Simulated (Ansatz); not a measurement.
The reference is PbO2 in the rutile structure (space group P4_2/mnm, No. 136; a = 5.082 Å, c = 3.444 Å). Axes: x, y, z lie along a, b, c of the conventional cell.

Computed with PBE/PAW in Ansatz (a program for electronic structure), spin-orbit coupling left out.

Before the change:

The shortest interatomic distance is 2.207 Å and the pressure is 0.0 GPa. The band gap comes out as zero.

Perturbation: uniaxial strain ε_zz = −2.40 %, all other strain components held at zero; the atoms relax in the strained cell.

Q: How does this affect the shortest interatomic distance?

A: The shortest interatomic distance shrinks by 0.028 Å (2.207 Å → 2.179 Å).

Q: What does the calculation give for the energy relative to the base after the change?

A: The energy rises by 6.7 meV/atom.

Q: What happens to the pressure?

A: The pressure (mean of the normal stresses, compression positive) goes from zero to 3.8 GPa.

Q: Estimate the effect on the band gap.

A: The band gap is still zero.

Spin-orbit coupling, missing from the scalar runs, can matter with Pb. Stability against distortions was not tested. All final runs are without spin polarisation. Gaps under 0.05 eV, about the width of the smearing, are given as zero. A zero or small gap of PbO2 can be the functional's error rather than a property of the material.
